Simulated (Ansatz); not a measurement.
Results of HSE06 (PAW; Ansatz, a quantum-chemistry and plane-wave program) for HgCdSe₂ (P-4m2, No. 115, 4 atoms in the cell; start mp-1226729).

Settings: plane-wave cutoff 460 eV, 6×6×4 k mesh (along the axes of the cell as run), Fermi–Dirac smearing 0.01 eV, scalar-relativistic PAW data made under PBE.

Cell (relaxed with PBEsol):

Space group P-4m2 (No. 115); a = 4.3228 Å, b = 4.3228 Å, c = 6.0962 Å, α = 90.00°, β = 90.00°, γ = 90.00°

| atom | site | symmetry | x | y | z |
|---|---|---|---|---|---|
| Cd | 1c | -4m2 | 0.5000 | 0.5000 | 0.5000 |
| Hg | 1a | -4m2 | 0.0000 | 0.0000 | 0.0000 |
| Se | 2g | 2mm. | 0.0000 | 0.5000 | 0.2527 |

Q: Predict the band gap.

A: 
- band gap = 0.65 eV (on the SCF k mesh)

Note: cell and atoms aren't relaxed at this level (largest force component 0.04 eV/Å, pressure 1.4 GPa).

Spin–orbit coupling is not included; with these elements it can move the gap by several tenths of an eV or more.

The computed numbers hold no vibrational or temperature effects.

Cost on a shared machine: around 7 core-minutes (rough).

A start named mp-… is a Materials Project structure, which need not be a measured phase.
